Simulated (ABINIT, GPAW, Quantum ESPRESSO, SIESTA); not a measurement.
PdIn (Pm-3m, 2 atoms in the cell) computed with different codes at matched settings

Self-consistent single point.

```
CELL_PARAMETERS angstrom
      3.28152     0.00000     0.00000
      0.00000     3.28152     0.00000
      0.00000     0.00000     3.28152
ATOMIC_POSITIONS crystal
  In 0.50000 0.50000 0.50000
  Pd 0.00000 0.00000 0.00000
```

Shared settings, as Quantum ESPRESSO writes them: occupations = smearing; smearing = fermi-dirac; degauss = 0.0099958 Ry; K_POINTS = automatic 13 13 13 0 0 0. Potentials and cutoffs stand in the table.

| code | model | pressure (GPa) | cutoff |
|---|---|---|---|
| GPAW | PBEsol, GPAW PAW datasets PBEsol (made by gpaw-setup) | -4.10 | 550 eV |
| ABINIT | PBEsol, PAW (JTH v2.0 PBE PAW, files made for PBE) | -3.87 | 24 Ha |
| Quantum ESPRESSO | PBEsol, PSlibrary PAW (PBE) pseudopotentials | -4.69 | 50 Ry |
| SIESTA | GGA PBEsol, numerical atomic orbitals DZP, PseudoDojo PBEsol standard norm-conserving potentials (rewritten from UPF to PSML) | -3.83 | grid 300 Ry |

On GPAW's run: spin polarisation is off.

The spread over the programs that give each value: pressure within 0.86 GPa.

SIESTA uses small atom-centred bases, whose incompleteness enters pressures, forces and empty levels differently from a plane-wave cutoff.

The starting cell has typed, rounded lattice constants, without a prior relaxation at this level. Its lattice was rescaled by a random factor within 2.5 % of one.

Left out of this page: Elk and FLEUR (not drawn, or without a comparable value).
